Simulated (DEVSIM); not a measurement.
Device: Ni/SiO2/n-Si capacitor, at 300 K.

Layer 1 from the left is SiO2, thickness (nm) 7.50. Layer 2 from the left is Si, thickness (nm) 11000, Nd (cm⁻³) 2.5e15.

Metal gate on the left, work function 5.1 eV. Fixed charge at the semiconductor interface -5.1e11 cm⁻² (in units of +e); no interface traps.

Constants are typed, rounded textbook-type inputs, not results; the design itself was drawn at random and stands for no fabricated device. Values at 300 K.

SiO2: gap (eV) 9, affinity (eV) 0.9, permittivity 3.9. Si: gap (eV) 1.124, affinity (eV) 4.05, permittivity 11.7, Nc (cm⁻³) 2.86e19, Nv (cm⁻³) 3.1e19.

Simulated with DEVSIM: 1D Poisson equation in equilibrium, Boltzmann statistics, complete ionisation; no quantum confinement or tunnelling. Metal contacts follow the ideal Schottky-Mott rule: no Fermi-level pinning, no interface dipoles.

**Question.** What does the simulation give for the flat-band voltage, the threshold voltage (band bending 2φF)?

**Answer.** flat-band voltage 0.99 V; threshold voltage (band bending 2φF) 0.30 V.
